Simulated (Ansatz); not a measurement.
System: interstitial Mg in bixbyite In2O3 (charge state +2). Calculation: PBE, PAW (plane waves to 420 eV; Ansatz, a program for electronic structure).

Cell of 80 host sites held at the relaxed PBE lattice; one k-point at (0.250, 0.250, 0.250); Fermi-Dirac width 0.01 eV, spin-restricted; finite-size errors left in. No zero-point or tunnelling terms. The charge state is imposed; whether it is stable for some Fermi level was not computed. Sites that were not tried may lie lower.

Barriers: single points on a 2×2×2 k-point mesh shifted by half a step at the bands' geometries.

Relaxed starting cell (atoms counted from 1):

```
CELL_PARAMETERS angstrom
     10.28967     0.00000     0.00000
      0.00000    10.28967     0.00000
      0.00000     0.00000    10.28967
ATOMIC_POSITIONS crystal
  In 0.74827 0.24884 0.24891
  In 0.25076 0.25021 0.24892
  In 0.25372 0.74889 0.24824
  In 0.25335 0.24990 0.75052
  In 0.99953 0.24953 0.46161
  In 0.03378 0.49507 0.24807
  In 0.46546 0.49605 0.75076
  In 0.25056 0.03434 0.49778
  In 0.74849 0.46465 0.49777
  In 0.99953 0.74953 0.05011
  In 0.03499 0.01767 0.74433
  In 0.25044 0.46722 0.99894
  In 0.46519 0.00139 0.24904
  In 0.74859 0.03190 0.99892
  In 0.49951 0.24953 0.03420
  In 0.49953 0.74952 0.46073
  O  0.34675 0.61927 0.88746
  O  0.11087 0.34502 0.11595
  O  0.88822 0.15409 0.11592
  O  0.60956 0.15368 0.88277
  O  0.38956 0.34539 0.88276
  O  0.11731 0.11051 0.34433
  O  0.88174 0.38851 0.34434
  O  0.34449 0.38318 0.61004
  O  0.11299 0.15977 0.61391
  O  0.38183 0.38994 0.15324
  O  0.60964 0.34473 0.38155
  O  0.88600 0.33931 0.61389
  O  0.38935 0.15430 0.38151
  O  0.61717 0.10914 0.15319
  O  0.38338 0.60899 0.34351
  O  0.61565 0.88993 0.34356
  O  0.15460 0.38221 0.38914
  O  0.15164 0.88336 0.61267
  O  0.11795 0.89022 0.15763
  O  0.88107 0.60894 0.15751
  O  0.34468 0.11795 0.10981
  O  0.34405 0.88139 0.38967
  O  0.15461 0.11702 0.88923
  O  0.15495 0.61652 0.11211
  In 0.26939 0.75699 0.74348
  In 0.72968 0.74209 0.74350
  In 0.74571 0.24915 0.75050
  In 0.74532 0.75017 0.24820
  In 0.49953 0.74953 0.96937
  In 0.53352 0.00302 0.75078
  In 0.96519 0.00399 0.24809
  In 0.75006 0.53157 0.00184
  In 0.24899 0.96742 0.00188
  In 0.49951 0.24951 0.53196
  In 0.53390 0.49767 0.24902
  In 0.74532 0.96761 0.49666
  In 0.96413 0.48138 0.74432
  In 0.25365 0.53148 0.49667
  In 0.99949 0.74954 0.51329
  In 0.99955 0.24954 0.96779
  O  0.84444 0.11681 0.38909
  O  0.60735 0.84710 0.61355
  O  0.39169 0.65196 0.61349
  O  0.11449 0.64979 0.38147
  O  0.88459 0.84930 0.38143
  O  0.61604 0.60499 0.84777
  O  0.38302 0.89406 0.84784
  O  0.84403 0.88257 0.11204
  O  0.60997 0.65276 0.11714
  O  0.89044 0.87508 0.66731
  O  0.10871 0.84334 0.88528
  O  0.38899 0.84626 0.11714
  O  0.89031 0.65571 0.88517
  O  0.10858 0.62397 0.66725
  O  0.88089 0.11191 0.84395
  O  0.11819 0.38702 0.84397
  O  0.65231 0.87977 0.88756
  O  0.65433 0.38114 0.10988
  O  0.61674 0.38878 0.65333
  O  0.38230 0.11038 0.65327
  O  0.84737 0.61576 0.61252
  O  0.84452 0.38201 0.88916
  O  0.65508 0.61765 0.38969
  O  0.65449 0.11590 0.61009
  Mg 0.99956 0.74954 0.76941
```
Cell charge +2.

End state 1 differs by these moves (Å; atoms that move under 0.08 Å are left out):

```tsv
atom	element	Δx	Δy	Δz
10	In	-0.14	0.14	-0.03
11	In	-0.02	-0.17	0.05
12	In	0.13	-0.15	0.15
17	O	-0.14	-0.01	-0.06
26	O	0.06	-0.08	0.09
34	O	0.02	0.05	-0.08
40	O	-0.05	0.00	-0.22
41	In	0.08	0.21	-0.22
42	In	0.23	0.07	0.07
53	In	-0.12	0.04	-0.09
55	In	0.00	-0.01	0.22
64	O	-0.06	0.05	0.05
66	O	-0.06	0.12	-0.11
67	O	0.10	-0.11	-0.05
69	O	0.19	-0.06	-0.03
70	O	0.11	-0.06	-0.01
72	O	-0.01	0.22	0.06
81	Mg	1.32	-1.26	1.05
```

Problem. Give the forward and backward barriers to end state 1 at the level PBE, PAW.

Solution. forward 0.79 eV, backward 0.81 eV; at the saddle point atom 81 has neighbours O at 1.87, 2 O at 1.90 Å. The saddle point's order was not checked.
